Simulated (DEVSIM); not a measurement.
Structure: abrupt Si n-p junction, at 350 K.

```tsv
layer (left to right)	material	thickness (μm)	Nd (cm⁻³)	Na (cm⁻³)	τn (s)	τp (s)
1	Si	0.240	9.2e16	-	0.00027	0.00027
2	Si	9.00	-	1e15	0.00027	0.00027
```

Left contact: ohmic. Right contact: ohmic. Voltage is applied to the left contact. Recombination: SRH at mid-gap, radiative. Mobility is constant in doping.

This is a model device: material constants are rounded textbook-type values typed into the input, and sizes, dopings and lifetimes were drawn at random. Values at 300 K; Nc and Nv go as T^1.5, mobilities as T to minus their exponent, the gap by Varshni's rule with the affinity fixed.

```tsv
parameter	Si
gap (eV)	1.124
affinity (eV)	4.05
permittivity	11.7
Nc (cm⁻³)	2.86e19
Nv (cm⁻³)	3.1e19
μn (cm²/Vs)	1417
μp (cm²/Vs)	470
T exponent of μn	2.3
T exponent of μp	2.2
B (cm³/s)	4.7e-15
Varshni α (eV/K)	0.000473
Varshni β (K)	636
```

DEVSIM, 1D drift-diffusion, Boltzmann statistics, complete ionisation; no tunnelling, impact ionisation, image-force lowering or self-heating.

Problem. Give the dark reverse current.

Solution. 
```json
[
 {"V (V)": "0.40", "J (A/cm²)": "9.8e-7"},
 {"V (V)": "1.00", "J (A/cm²)": "1.0e-6"},
 {"V (V)": "2.00", "J (A/cm²)": "1.1e-6"},
 {"V (V)": "3.00", "J (A/cm²)": "1.1e-6"},
 {"V (V)": "4.00", "J (A/cm²)": "1.2e-6"},
 {"V (V)": "6.00", "J (A/cm²)": "1.3e-6"},
 {"V (V)": "8.00", "J (A/cm²)": "1.4e-6"},
 {"V (V)": "10.00", "J (A/cm²)": "1.5e-6"},
 {"V (V)": "13.00", "J (A/cm²)": "1.6e-6"},
 {"V (V)": "16.00", "J (A/cm²)": "1.7e-6"},
 {"V (V)": "20.00", "J (A/cm²)": "2.0e-6"}
]
```
